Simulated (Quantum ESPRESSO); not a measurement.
## Pressure against volume in fcc Ca (space group 225) (Quantum ESPRESSO, PBE)

```
CELL_PARAMETERS angstrom
      0.00000     2.74039     2.74039
      2.74039     0.00000     2.74039
      2.74039     2.74039     0.00000
ATOMIC_POSITIONS crystal
  Ca 0.00000 0.00000 0.00000
```

Method of the run: PBE, GBRV 1.5 ultrasoft (PBE) pseudopotentials (plane waves; Quantum ESPRESSO). Settings: ecutwfc = 52 Ry; ecutrho = 260 Ry; occupations = smearing; smearing = fd; degauss = 0.0036749 Ry; potentials = {Ca: ca_pbe_v1.uspp.F.UPF}; K_POINTS = automatic 18 18 18 0 0 0; conv_thr = 1e-10 Ry. The cell above is the first row's. The rows scale it uniformly. In all rows the k mesh is held.

```csv
V (Å^3/atom),P (GPa)
41.159,0.44
42.054,0.05
42.949,-0.31
43.844,-0.63
44.738,-0.93
45.633,-1.20
46.528,-1.45
47.423,-1.68
48.317,?
```

The 8 complete rows are fitted with a cubic, P against V. With u = V - 44.3, the rows have u = -3.1410, -2.2460, -1.3510, -0.4560, 0.4380, 1.3330, 2.2280, 3.1230. Least squares gives P = -0.787 - 0.3310·u + 0.01670·u² - 0.000731·u³. Residuals (row less fit): 0.000, 0.001, -0.002, 0.003, -0.001, 0.000, 0.000, 0.000; standard error 0.002 (degrees of freedom: 4). The fitted pressure is zero at V0 = 42.17, where dP/dV = -0.4120, so B0 = -V0·dP/dV = 17.4 GPa.

Q: Estimate the missing P (V = 48.317); what did the run itself give?

A: u = 4.0170, so P = -0.787 - 0.3310 × 4.0170 + 0.01670 × 4.0170² - 0.000731 × 4.0170³ = -1.895 GPa. The calculation gives -1.88 GPa, 0.015 GPa above the prediction (0.6 % of the range of P in the table). The row lies outside the fitted rows, so this is an extrapolation. From the scatter of the fitted rows alone, a prediction at this place has a standard error of 0.005 GPa, so the miss is 2.9 times that.

Carrying the step between the two nearest rows on in a straight line would have given -1.91, off by 0.03; series whose last step already gives the withheld value aren't shown. The scan was laid around a cell of about the measured size, scaled by a guess for this functional. Cutoffs and mesh are single choices, not tested for convergence of this quantity. Series with a scatter that would blur these digits, or in which a gap closes, are not shown.
